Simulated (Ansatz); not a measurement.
Take TiO$_{2}$ in the anatase structure (space group I4_1/amd, No. 141; a = 3.7698 Å, c = 9.5518 Å) as the base. Axes: x, y, z lie along a, b, c of the conventional cell.

All numbers come from Ansatz (an electronic-structure program), PBEsol, PAW, cutoff 420 eV, without spin-orbit coupling.

Before the change:

- Pressure: 0.00 GPa

The change: tensor shear ε_xy = −3.20 % (engineering shear γ = -0.0640); the atoms relax in the strained cell.

Problem. How does this affect the pressure?

Solution. The pressure (mean of the normal stresses, compression positive) goes from zero to 0.08 GPa.

Problem. What happens to the energy relative to the base?

Solution. The energy increases by 8.8 meV/atom.

Stability against distortions was not tested. All final runs are without spin polarisation.
